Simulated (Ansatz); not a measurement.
Abridged Ansatz (a program for electronic structure) output:

```
Pseudopotential: K, paw, valence charge 9
Pseudopotential: Ta, paw, valence charge 13
Pseudopotential: O, paw, valence charge 6
Crystal: 5 atoms, lattice volume = 53.177 Å³
Basis set: ecut = 500 eV, 1357 PW (Γ), exchange–correlation on 120×120×120 points (64 copies of the dense FFT grid, shifted against one another)
Bands: 25, of which v1, the nominal top of the filled ones, is band 20 counted from 1 (19 counted from 0)
Symmetry: 48 space group operations
k-points: 35 of 512
Functional: x = r2scan, c = r2scan; τ floored in thin density (d = 2e-4 eV/Å³)
SCF iter   1: F=—  HF=-13197.763582 eV  |F-HF|=—  |Δ(HF+E_count)|=         —  Δρ=1.02e-2  dr2=5.28e-2  dr2_τ=4.03e-1  ethr=1.77e-3  ⟨swp⟩=6.9  Hψ=4505  notcnv=0
SCF iter   2: F=—  HF=-13197.875414 eV  |F-HF|=—  |Δ(HF+E_count)|=   1.12e-1  Δρ=5.27e-3  dr2=7.76e-3  dr2_τ=2.07e-3  ethr=1.32e-4  ⟨swp⟩=2.1  Hψ=1835  notcnv=0  defer=35
SCF 1 converged in 8 iterations: F = -13197.875325 eV  dr2 = 9.17e-12
SCF converged after 8 iterations
Free energy (F): -13197.875325 eV
Internal energy: -13197.875325 eV  (E = F + TS)
E sigma→0 (E₀):  -13197.875325 eV
Fermi energy:    12.575874 eV
--- Forces (eV/Å), atoms counted from 1 ---
  atom   1  K     -0.00000000     0.00000000     0.00000000
  atom   2  Ta     0.00000000     0.00000000     0.00000000
  atom   3  O      0.00000000     0.00000000     0.00000000
  atom   4  O      0.00000000    -0.00000000     0.00000000
  atom   5  O     -0.00000000    -0.00000000     0.00000000
--- Stress (GPa, compression-positive) ---
       54.803964       0.000000      -0.000000
        0.000000      54.803964       0.000000
        0.000000       0.000000      54.803964
  P = ⅓ Tr σ = 54.8040 GPa (548.040 kbar)
```

Question: What was computed, and what are the main results?

Answer: KTaO3, 5 atoms in the cell, with r2SCAN in Ansatz (plane waves to 500 eV, PAW, without spin-orbit coupling). The last SCF converged to F = -13197.875325 eV, or -2639.5751 eV per atom, at a pressure of 54.80 GPa. The total energy compares only with runs of the same code, potentials and settings.

Single points use the geometry relaxed with PBE. Spin-orbit coupling, missing from the scalar runs, can matter with Ta. Load acts through the strain it causes; cell and atoms are relaxed under it. No phonon test of stability was made. Competing high-pressure phases were not computed. The cell was made from KTaO3 in the cubic perovskite structure (space group Pm-3m, No. 221) by this change: pressure 60 GPa.
